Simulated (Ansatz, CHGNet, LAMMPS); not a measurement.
How well does each level of theory give the lattice constant a of CsCl-type RuAl?

Reference value: 2.992 Å (measured, temperature not stated, copied from a table, unchecked, no zero-point or thermal correction; as tabulated in Acta Metallurgica 41, 863 (1993)).

| level (code) | value (Å) | difference (%) |
|---|---|---|
| Lennard-Jones jacobson2022 (LAMMPS) | 3.126 | +4.48 |
| CHGNet 0.3.0 (CHGNet) | 2.999 | +0.23 |
| LDA (Ansatz) | 2.954 | -1.27 |
| PBE (Ansatz) | 3.004 | +0.40 |
| PBEsol (Ansatz) | 2.976 | -0.53 |
| PBE-D3(BJ) (Ansatz) | 2.974 | -0.60 |
| PBE-D4 (Ansatz) | 2.979 | -0.43 |
| r²SCAN (Ansatz) | 2.982 | -0.33 |
| PBE0 (Ansatz) | 2.971 | -0.70 |

Leaving aside Lennard-Jones jacobson2022, which can be fitted to such values or carry a doubt: The reference's temperature isn't stated, so close values are not ranked against it. Off by more than 1.25 % (a bound picked here): LDA (-1.27 %).

The reference has no zero-point or thermal correction, while the calculations are for a static lattice, so the differences are not the levels' errors alone. A static lattice is as a rule a little smaller than the measured one.  Lennard-Jones jacobson2022: the pair parameters belong to the elements and are mixed by rule. Lennard-Jones jacobson2022: pair potentials favour close packing, so symmetry can be all that holds this lattice. PBE0: the run has no spin polarisation, so it can have missed a magnetic state. Cutoffs and k meshes differ between the levels. Ansatz's density-functional and Hartree–Fock values are scalar-relativistic unless marked +SOC, with PAW data made under PBE.

Empirical potentials (Lennard-Jones jacobson2022) are fitted to chosen data, which need not cover the solid at hand: agreement can be built in, and what lay outside the fit can be far off. Machine-learned potentials (CHGNet 0.3.0) are trained on DFT data, which may include these solids.

Differences are worked out from the printed values.

Ansatz is a program for electronic structure.
